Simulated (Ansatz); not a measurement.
Consider the following.

```xyz
3
Lattice="0.0000 3.1215 3.1215 3.1215 0.0000 3.1215 3.1215 3.1215 0.0000" Properties=species:S:1:pos:R:3 pbc="T T T"
Ge     0.0000     0.0000     0.0000
Mg     1.5607     1.5607     1.5607
Mg     4.6822     4.6822     4.6822
```

No spin polarisation.

Level of theory: PBE (Ansatz, a program for electronic structure), no spin-orbit coupling. k-mesh 9×9×9 (Γ-centred); smearing 0.05 eV (Fermi–Dirac).

### Question
What width of the top valence band does the calculation give?

### Answer
2.85 eV.

### Question
Predict the electron mass.

### Answer
0.55 mₑ along k, 0.18 mₑ across (at X).

The levels and masses belong to the bands next to the band gap. Load acts through the strain it causes; cell and atoms are relaxed under it. Masses are band curvatures over ±0.01 Å⁻¹ around the edge. Along k means along the line from Γ to the band edge. No phonon test of stability was made. No other phases were tried under pressure. The cell was made from Mg2Ge in the anti-fluorite structure (space group Fm-3m, No. 225) by this change: pressure 5 GPa.
